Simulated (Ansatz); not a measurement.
The parent structure is Pb in the fcc (Cu type) structure (space group Fm-3m, No. 225; a = 4.9341 Å; relaxed with 0.1 eV smearing). Axes: x, y, z lie along the cube axes.

All numbers come from PBEsol (Ansatz, a quantum-chemistry and plane-wave program), scalar-relativistic without spin-orbit coupling.

Base values:

* **Band gap**: zero

Modification: uniaxial strain ε_zz = +0.50 %, all other strain components held at zero, atoms relaxed at fixed cell.

Problem. Predict the new stress.

Solution. The stress (xx, yy, zz, yz, xz, xy; compression positive) amounts to (-0.2, -0.2, -0.3, 0.0, 0.0, 0.0) GPa.

Problem. How does this affect the energy relative to the base?

Solution. The energy stays essentially unchanged.

Problem. Estimate the effect on the band gap.

Solution. The band gap stays zero.

No phonon test of stability was made.
